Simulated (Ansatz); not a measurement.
Start from AlN in the zinc blende structure (space group F-43m, No. 216; a = 4.3777 Å).

Computed with PBEsol/PAW in Ansatz (a program for electronic structure), no spin-orbit coupling.

Base values:

* **Gap between the host's bands**: 3.19 eV
* **Gap character**: indirect, Γ → X

Perturbation: electron doping at 2.0×10^22 cm⁻³ (0.419 per cell), with a uniform compensating background at fixed cell and a 300 K Fermi–Dirac width.

### Question
What does the calculation give for the Fermi level from band edge after the change?

### Answer
The Fermi level relative to the doped band's edge (positive inside the band; to 0.05 eV) is +2.25 eV.

### Question
What happens to the gap between the host's bands?

### Answer
The gap between the host's bands shrinks by 0.11 eV to 3.08 eV.

### Question
Estimate the effect on the gap character.

### Answer
The gap character stays indirect, Γ → X.

Charged cell with a jellium background: band edges are those of the host's band count, energies are not comparable with the neutral cell, and many-body gap narrowing is missing. Whether these cells are dynamically stable was not tested. This is not the structure that AlN has at room temperature and ambient pressure.
